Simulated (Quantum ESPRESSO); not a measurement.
# How far to go with the SCF threshold: Ba₂H₃I (P3m1, 6 atoms in the cell)

```xyz
6
Lattice="4.5137 0.0000 0.0000 -2.2569 3.9090 0.0000 0.0000 0.0000 8.0790" Properties=species:S:1:pos:R:3 pbc="T T T"
Ba     2.2569     1.3030     5.5818
Ba     0.0000     2.6060     2.5471
H      2.2569     1.3030     2.8769
H      0.0000     2.6060     5.2020
H      0.0000     0.0000     4.0395
I      0.0000     0.0000     0.0000
```

Method of the run: LDA (PZ), GBRV 1.5 ultrasoft (LDA) pseudopotentials (plane waves; Quantum ESPRESSO).

Base settings: ecutwfc = 40 Ry; ecutrho = 200 Ry; occupations = fixed; potentials = {Ba: ba_lda_v1.uspp.F.UPF, H: h_lda_v1.4.uspp.F.UPF, I: i_lda_v1.uspp.F.UPF}; K_POINTS = automatic 3 3 2 0 0 0; nbnd = 19; conv_thr = 1e-09 Ry; mixing_beta = 0.7.

The mesh stays at the base's, so the ladder's end is converged at best in this setting alone.

Only quantities that move along the ladder and can be compared are tabulated.

The count of work is k-points × plane waves × bands × iterations; it is no time. 

The starting cell comes from a database of computed structures (which also holds hypothetical and non-ambient phases and stackings), without a prior relaxation at this level. Its lattice was rescaled by up to half a per cent. One atom was moved a little off its site on purpose. Spin-orbit coupling is off. Another mesh or the band path of this cell gives a smaller gap, so this value is not converged in the mesh.

```csv
conv_thr,pressure (GPa),largest difference of a force vector from the last step's (eV/Å),gap on the mesh (eV),count of work / last
0.0073 Ry,-2.58,0.137,2.167,0.31
0.00073 Ry,-2.58,0.137,2.167,0.31
7.3e-05 Ry,-2.51,0.020,2.116,0.38
7.3e-06 Ry,-2.51,0.013,2.129,0.46
7.3e-07 Ry,-2.51,0.003,2.130,0.54
7.3e-08 Ry,-2.52,0.002,2.130,0.62
7.3e-09 Ry,-2.52,0.000,2.130,0.69
1e-09 Ry,-2.52,0.000,2.130,0.77
7.3e-10 Ry,-2.52,0.000,2.130,0.77
7.3e-12 Ry,-2.52,0.000,2.130,0.92
7.3e-14 Ry,-2.52,0.000,2.130,1.0
```

Coarsest conv_thr that holds the forces within 0.005 eV/Å of the last step, with all finer ones: 7.3e-07 Ry; the step before is off by 0.013 eV/Å.

Coarsest conv_thr that holds the pressure within 0.05 GPa of the last step, with all finer ones: 7.3e-05 Ry, at 0.38 of the last step's count of work; the step before is off by 0.07 GPa.

Coarsest conv_thr that holds the gap on the mesh within 0.01 eV of the last step, with all finer ones: 7.3e-06 Ry; the step before is off by 0.014 eV.
